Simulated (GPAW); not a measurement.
Input and output of a self-consistent single point for In2Ag (P1, 6 atoms in the cell) (GPAW).

Level of theory: LDA (Perdew-Wang 92), GPAW PAW datasets LDA (gpaw-data 1.0.1) (plane waves; GPAW).

The change in words: atoms moved at random. Reference geometry:
```xyz
6
Lattice="-3.4715 3.4715 2.7874 3.4715 -3.4715 2.7874 3.4715 3.4715 -2.7874" Properties=species:S:1:pos:R:3 pbc="T T T"
In     1.0731     2.3984     0.0000
In     2.3984     1.0731     2.7874
In     4.5446     1.0731     0.0000
In    -1.0731     2.3984     2.7874
Ag     0.0000     0.0000     4.1811
Ag     0.0000     0.0000     1.3937
```

Reference input (self-consistent single point, DFT LDA (Perdew-Wang 92), plane waves, GPAW PAW datasets LDA (gpaw-data 1.0.1)): mode = pw; ecut = 600 eV; xc = LDA; kpts = 5 5 5; mesh shift (steps) = 0 0 0; occupations.name = fermi-dirac; occupations.width = 0.1 eV; nbands = -12; convergence.density = 1e-05 e/electron; symmetry.symmorphic = false; symmetry.tolerance = 0.0005; maxiter = 150. This run's input differs from it in these lines:

```diff
@@ -8,8 +8,8 @@
                     [3.471500, 3.471500, -2.787400]],
-              scaled_positions=[[0.345440, 0.154560, 0.500000],
-                                [0.654560, 0.845440, 0.500000],
-                                [0.154560, 0.654560, 0.809120],
-                                [0.845440, 0.345440, 0.190880],
-                                [0.750000, 0.750000, 0.000000],
-                                [0.250000, 0.250000, 0.000000]],
+              scaled_positions=[[0.359306, 0.165439, 0.511946],
+                                [0.652453, 0.846985, 0.494472],
+                                [0.143593, 0.657404, 0.802171],
+                                [0.859248, 0.346337, 0.200080],
+                                [0.740528, 0.742318, -0.004769],
+                                [0.244872, 0.241516, -0.003901]],
               pbc=True)
```

Output, abridged:

```
     iter     time        total  log10-change:
                         energy   eigst   dens
iter:   1 --:--:--   -23.228995
iter:   2 --:--:--   -22.848532   -1.86  -1.48
iter:   3 --:--:--   -22.413152   -1.45  -1.52
iter:   4 --:--:--   -22.248638   -3.30  -1.91
iter:   5 --:--:--   -21.974801   -2.11  -1.98
iter:   6 --:--:--   -22.042103   -2.74  -2.45
iter:   7 --:--:--   -21.944282   -3.06  -2.30
iter:   8 --:--:--   -21.941251   -4.21  -2.90
iter:   9 --:--:--   -21.940827c  -4.87  -3.11
iter:  10 --:--:--   -21.940833c  -4.96  -3.31
iter:  11 --:--:--   -21.940789c  -5.72  -3.53
iter:  12 --:--:--   -21.940787c  -7.03  -3.89
iter:  13 --:--:--   -21.940789c  -7.25  -3.95
iter:  14 --:--:--   -21.940776c  -5.89  -3.96
iter:  15 --:--:--   -21.940770c  -7.24  -4.19
iter:  16 --:--:--   -21.940763c  -7.63c -4.27
iter:  17 --:--:--   -21.940756c  -7.55c -4.36
iter:  18 --:--:--   -21.940752c  -7.96c -4.60
iter:  19 --:--:--   -21.940750c  -7.87c -4.74
iter:  20 --:--:--   -21.940750c  -8.28c -4.85
iter:  21 --:--:--   -21.940750c  -9.55c -5.01c
Converged after 21 iterations.

Dipole moment: (1.133807, 0.629664, -0.561473) |e|*Ang

Energy contributions relative to reference atoms: (reference = -928266.226194)

Kinetic:        +26.150895
Potential:      -25.392808
External:        +0.000000
XC:             -23.526457
Entropy (-ST):   -0.092242
Local:           +0.873740
SIC:             +0.000000
--------------------------
Free energy:    -21.986871
Extrapolated:   -21.940750

Showing only first 2 kpts
 Kpt  Band  Eigenvalues  Occupancy
  0    41      6.67160    1.98278
  0    42      6.79686    1.94102
  0    43      6.95280    1.74747
  0    44      7.08898    1.27871

  1    41      6.09725    1.99994
  1    42      6.31044    1.99953
  1    43      7.00119    1.62015
  1    44      8.07848    0.00018

Fermi level: 7.14624

No gap
   [... lines left out ...]
  0 In   -0.09912   -0.18213   -0.07403
  1 In   -0.05583    0.04883   -0.01696
  2 In    0.00073    0.24318    0.00206
  3 In   -0.03771   -0.20764   -0.00987
  4 Ag    0.10257    0.06461    0.05872
  5 Ag    0.08977    0.03332    0.04022

Stress tensor:
     0.026048    -0.000768    -0.000337
    -0.000768     0.031788     0.000193
    -0.000337     0.000193     0.020945
Stress (GPa, Voigt): [ 4.1733  5.093   3.3557  0.0309 -0.0541 -0.1231]
```

The run converged in 21 iterations. GPAW prints stress with tension positive. Against the reference run the free energy goes up by 4.9 meV/atom, the pressure stays near -4.21 GPa while the xx stress (positive for compression) goes from -4.81 to -4.17 GPa and the largest force goes from 0.004 to 0.243 eV/Å.

The starting cell comes from a database of computed structures (which also holds hypothetical and non-ambient phases and stackings), without a prior relaxation at this level. For this run, on top of that: atoms moved at random. With a pressure of about -4 GPa the cell is away from its equilibrium volume at this level.

Cost on one core of a shared machine: roughly 4 min.
